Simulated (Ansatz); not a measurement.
# A self-consistent single point of TiRu (Pm-3m, 2 atoms in the cell) with Ansatz

Method of the run: PBEsol, default PAW files made with PBE (plane waves; Ansatz, a program for electronic structure).

Input:

Ansatz 0.2 input:
```yaml
# TiRu
crystal:
  lattice:
    - [3.07000000, 0.00000000, 0.00000000]
    - [0.00000000, 3.07000000, 0.00000000]
    - [0.00000000, 0.00000000, 3.07000000]
  atoms:
    - { symbol: Ti, position: [0.50000000, 0.50000000, 0.50000000] }
    - { symbol: Ru, position: [0.00000000, 0.00000000, 0.00000000] }
basis:
  ecutwfc: 420.0
kpoints:
  mp_grid: { grid: [14, 14, 14] }
hamiltonian:
  xc: pbesol
  pseudopotentials: { kind: paw }
scf:
  occupations: { method: fermi_dirac, width: 0.05 }
output:
  forces: true
  eigenvalues: true
  stress: true
```

Log, with long lists cut:

```
Pseudopotentials: kind: paw
Pseudopotential: Ti, paw, valence charge 12
Pseudopotential: Ru, paw, valence charge 16
Crystal: 2 atoms, lattice volume = 28.934 Å³
Basis set: ecut = 420 eV, 587 PW (Γ), exchange–correlation on 48×48×48 points (8 copies of the dense FFT grid, shifted against one another)
Bands: 18, of which v1, the nominal top of the filled ones, is band 14 counted from 1 (13 counted from 0)
Symmetry: 48 space group operations
Space group: Pm-3m (ITA 221), of the structure as read, at distance tolerance 3.1e-5 Å
k-points: 120 of 2744
PAW frozen core: Ti, regenerated for the run's functional, and the local potential with it
PAW frozen core: Ru, regenerated for the run's functional, and the local potential with it
Initial density: superposition of atomic densities (neutral atoms: chi_scale 0, normalization atom), corrected by the library's trained network
Initial wavefunctions: pseudopotential atomic-orbital guess
Eigensolver: davidson
Functional: x = pbesol(κ = 0.804, μ = 0.12345679012345678), c = pbesol(β = 0.046)
SCF iter   1: F=—  HF=-8291.908795 eV  |F-HF|=—  |Δ(HF+E_count)|=         —  Δρ=9.22e-3  dr2=3.13e-2  ethr=1.77e-3  ⟨swp⟩=4.8  Hψ=8752  notcnv=0
all-band conjugate gradients solve this SCF's bands
preconditioner: auto → none
SCF iter   2: F=—  HF=-8291.904808 eV  |F-HF|=—  |Δ(HF+E_count)|=   3.99e-3  Δρ=5.10e-3  dr2=1.19e-2  ethr=1.12e-4  ⟨swp⟩=2.0  Hψ=3925  notcnv=0
SCF iter   3: F=—  HF=-8291.903290 eV  |F-HF|=—  |Δ(HF+E_count)|=   1.52e-3  Δρ=8.57e-4  dr2=3.56e-4  ethr=4.25e-5  ⟨swp⟩=2.1  Hψ=2469  notcnv=0
SCF iter   4: F=—  HF=-8291.903269 eV  |F-HF|=—  |Δ(HF+E_count)|=   2.11e-5  Δρ=1.10e-4  dr2=2.59e-6  ethr=1.27e-6  ⟨swp⟩=2.0  Hψ=3235  notcnv=0
SCF iter   5: F=—  HF=-8291.903281 eV  |F-HF|=—  |Δ(HF+E_count)|=   1.14e-5  Δρ=9.77e-6  dr2=3.21e-8  ethr=9.26e-9  ⟨swp⟩=2.0  Hψ=3823  notcnv=0
SCF iter   6: F=-8291.903281 eV  HF=-8291.903281 eV  |F-HF|=2.06e-10  |Δ(HF+E_count)|=   2.07e-9  Δρ=8.12e-7  dr2=2.26e-10  ethr=1.14e-10  ⟨swp⟩=2.0  Hψ=6769  notcnv=0
SCF 1 converged in 6 iterations: F = -8291.903281 eV  dr2 = 2.26e-10
SCF converged after 6 iterations
Free energy (F): -8291.903281 eV
Harris-Foulkes:  -8291.903281 eV  (|F-HF|=2.06e-10)
Internal energy: -8291.899350 eV  (E = F + TS)
E sigma→0 (E₀):  -8291.901315 eV
Entropy (-TS):   -0.003930 eV (-1.965 meV/atom)
Fermi energy:    19.113762 eV
--- Per-component energies (eV) ---
  E_band       = -213.774924
  E_kinetic    = 788.359200
  E_local      = -2080.378717  (includes V_loc(G=0)·N_el)
  E_nonlocal   = 352.557526
  E_hartree    = 739.930073
  E_xc         = -287.434960
  E_vxc        = -361.854119  (∫ρ·V_xc dr)
  E_paw        = -4421.496570  (= ΣΔE_a)
  E_vpaw       = -392.318564  (= ΣTr[D̂ρ^β])
  E_aug_tail   = -0.000065  (compensation charges beyond the density's cutoff)
  E_ewald      = -3383.828517
  E_core_change = 0.392680  (= ΣΔE_core)
  E_smearing   = -0.003930  (= −TS)
  E_closure    = 0.000000  (closes the sum)
  Σ components = -8291.903281   (vs F -8291.903281, Δ=0.00e0)
--- Forces (eV/Å), atoms counted from 1 ---
  atom   1  Ti     0.00000000     0.00000000     0.00000000
  atom   2  Ru    -0.00000000    -0.00000000     0.00000000
  max |Σ_I F_I| component: 1.06e-29 eV/Å
--- Stress (GPa, compression-positive) ---
       -5.258854      -0.000000       0.000000
       -0.000000      -5.258854       0.000000
        0.000000       0.000000      -5.258854
  P = ⅓ Tr σ = -5.2589 GPa (-52.589 kbar)
  The stress holds the Pulay correction. Without it, at fixed plane waves, as pw.x and ABINIT print it: P = -5.2919 GPa
--- Band table (eV; the first three rows and the last of 120) ---
  k-point 0: bands = ["-53.5023", "-37.7935", "-23.4728", "-23.4728", "-23.4728", "-14.0298", "-14.0298", "-14.0298", "11.8619", "14.1511", "14.1511", "17.6124", "17.6124", "17.6124", "20.6057", "20.6057", "22.3452", "22.3452"]
  k-point 1: bands = ["-53.5018", "-37.7927", "-23.4795", "-23.4718", "-23.4718", "-14.0426", "-14.0300", "-14.0300", "11.9682", "14.2016", "14.2291", "17.5953", "17.5953", "17.6470", "20.5089", "20.6405", "22.1529", "22.1529"]
  k-point 2: bands = ["-53.5001", "-37.7904", "-23.4984", "-23.4690", "-23.4690", "-14.0781", "-14.0304", "-14.0304", "12.2779", "14.3507", "14.4524", "17.5497", "17.5497", "17.7484", "20.2316", "20.7380", "21.6807", "21.6807"]
  k-point 119: bands = ["-53.4691", "-37.7292", "-23.5873", "-23.5873", "-23.5873", "-14.2360", "-14.2360", "-14.2360", "15.6538", "15.6538", "15.6538", "17.6553", "17.6553", "17.6553", "19.6556", "19.6556", "22.0052", "22.0052"]
```

The run converged in 6 iterations.

The starting cell comes from a database of published, mostly measured structures (it also holds non-ambient and calculated ones), without a prior relaxation at this level. Spin polarisation is off. With a pressure of about -5 GPa the cell is away from its equilibrium volume at this level. Ansatz's pressure includes its estimate of the finite-basis (Pulay) stress.
